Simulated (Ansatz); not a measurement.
Start from CrCuO₂ (space group R-3m, No. 166; ferromagnetic).

```cif
data_Cr3Cu3O6
_chemical_formula_sum 'Cu3 Cr3 O6'
_space_group_name_H-M_alt 'R-3m :H'
_space_group_IT_number 166
_space_group_name_Hall '-R 3 2"'
_cell_length_a 2.96378
_cell_length_b 2.96378
_cell_length_c 16.92041
_cell_angle_alpha 90.000
_cell_angle_beta 90.000
_cell_angle_gamma 120.000
loop_
_atom_site_label
_atom_site_type_symbol
_atom_site_symmetry_multiplicity
_atom_site_Wyckoff_symbol
_atom_site_fract_x
_atom_site_fract_y
_atom_site_fract_z
_atom_site_occupancy
Cu1 Cu 3 a 0.00000 0.00000 0.00000 1
Cr1 Cr 3 b 0.00000 0.00000 0.50000 1
O1 O 6 c 0.00000 0.00000 0.10812 1
```
(The calculation used a cell of 4 atoms; values per cell refer to that cell.)

Calculations: PBEsol/PAW in Ansatz (a program for electronic structure), no spin-orbit coupling.

Before the change:

| Quantity | Result |
|---|---|
| Smallest direct gap | 1.16 eV |
| Band gap | 0.92 eV |
| Pressure | 0.0 GPa |
| Gap character | indirect, S₂–F (13 % along) → L |

It is then changed as follows: the cell is scaled by 1.0164 in all directions, atoms relaxed at fixed cell.

Question: What does the calculation give for the smallest direct gap, energy relative to the base, band gap, pressure and gap character after the change?

Answer: The smallest direct gap decreases by 0.06 eV to 1.10 eV; the energy increases by 15 meV/atom; the band gap remains 0.92 eV; the pressure (mean of the normal stresses, compression positive) goes from zero to -8.3 GPa; the gap character changes from indirect, S₂–F (13 % along) → L to indirect, S₂–F (12 % along) → k = (0.077, 0.385, 0.385) in the run's primitive reciprocal basis.

The cells carry an imposed strain or load. Stability against distortions was not tested. No Hubbard U is applied and the magnetic state is the run's own (CrCuO2 ferromagnetic); small cells can't hold the antiferromagnetic order that many such compounds have, so gaps and moments can be off. A gap here joins edges of opposite spin (a spin-flip gap).
